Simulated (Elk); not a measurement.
Elk run on Cr₃Fe (Fm-3m, 4 atoms in the cell): self-consistent single point.

Level of theory: LDA (PW92), all-electron FP-LAPW, Elk's shipped species files, LAPW+lo basis in Elk.

The change in words: lattice scaled by 0.98. Reference geometry:
```
Cr3Fe
1.0
    0.00000     2.85276     2.85276
    2.85276     0.00000     2.85276
    2.85276     2.85276     0.00000
Cr Fe
3 1
Cartesian
  4.27913   4.27913   4.27913
  1.42638   1.42638   1.42638
  2.85276   2.85276   2.85276
  0.00000   0.00000   0.00000
```
Moments meant for the start (each program seeds them in its own way; μB, in the order of the atoms Cr Cr Cr Fe): 3.0 3.0 0.0 4.0.

Reference input (self-consistent single point, DFT, LDA (PW92), all-electron FP-LAPW, Elk's shipped species files, LAPW+lo basis): xctype = 3; spinpol = true; rgkmax = 8; stype = 0; swidth = 0.00499791 Ha; ngridk = 8 8 8; reducebf = 0.5; gmaxvr = 14 1/bohr; nxoapwlo = 1; nempty = 10 per atom; bfcmt = [[0.0, 0.0, -3.0], [0.0, 0.0, -3.0], [0.0, 0.0, 0.0], [0.0, 0.0, -4.0]]. This run's input differs from it in these lines:

```diff
@@ -31,3 +31,3 @@
 scale
-  7.623920169
+  7.471442033
```

Log, with long lists cut:

```
│ Self-consistent loop started │
│ Loop number : 1 │
 total energy                :     -4411.76552220
 total moment                :    3.083352433
│ Loop number : 2 │
 total energy                :     -4410.78861352
 total moment                :    3.143689826
RMS change in Kohn-Sham potential (target) :   0.7613108724     (  0.1000000000E-05)
Absolute change in total energy (target)   :   0.9769086773     (  0.1000000000E-03)
│ Loop number : 3 │
 total energy                :     -4414.31896280
 total moment                :    2.927174532
RMS change in Kohn-Sham potential (target) :   0.7002205194     (  0.1000000000E-05)
   [... lines left out ...]
│ Loop number : 30 │
 total energy                :     -4417.21150340
 total moment                :    1.616235987
RMS change in Kohn-Sham potential (target) :   0.2212420543E-05 (  0.1000000000E-05)
Absolute change in total energy (target)   :   0.5795998368E-04 (  0.1000000000E-03)
│ Loop number : 31 │
 total energy                :     -4417.21149823
 total moment                :    1.616315299
RMS change in Kohn-Sham potential (target) :   0.8855487995E-06 (  0.1000000000E-05)
Absolute change in total energy (target)   :   0.1965741103E-04 (  0.1000000000E-03)
Convergence targets achieved

│ Loop number : 32 │

Energies :
 Fermi                       :     0.426171570212
 xc effective B-field        :    -0.264418860319E-01
 external B-field            :      0.00000000000
 total energy                :     -4417.21151600
 (external B-field energy excluded from total)

Density of states at Fermi energy :    186.9222601
 (states/Hartree/unit cell)

Estimated indirect band gap :   0.2064480178E-03
 from k-point     19 to k-point     28
Estimated direct band gap   :   0.2014216164E-02
 at k-point     19

Charges :
 core                        :    40.00000000
 valence                     :    58.00000000
 interstitial                :    4.714065249
 muffin-tins (core leakage)
  species :    1 (Cr)
   atom    1                 :    22.72373703     (  0.1250075599E-09)
   [... lines left out ...]

Moments :
 interstitial                :   0.1042310317E-01
 muffin-tins
  species :    1 (Cr)
   atom    1                 :   0.3791968774
   atom    2                 :   0.3791968774
   atom    3                 :  -0.1472332712
  species :    2 (Fe)
   atom    1                 :   0.9946581546
 total in muffin-tins        :    1.605818638
 total moment                :    1.616241741

│ Self-consistent loop stopped │
```

The run converged in 32 iterations. The count includes the last loop, which Elk runs after its targets are met. Against the reference run the size of the net moment goes from 0.46 to 0.40 μB/atom.

The starting cell comes from a database of computed structures (which also holds hypothetical and non-ambient phases and stackings), without a prior relaxation at this level. For this run, on top of that: lattice scaled by 0.98. The moments shrank to a small part of their start, a low-spin state that need not be the lowest. Values depend on the basis (sphere radii, cutoffs, local orbitals), which need not be converged. The log's line on a gap gives a spacing of levels on this mesh, which the program prints for metals too.

Cost on one core of a shared machine: roughly 2 min.
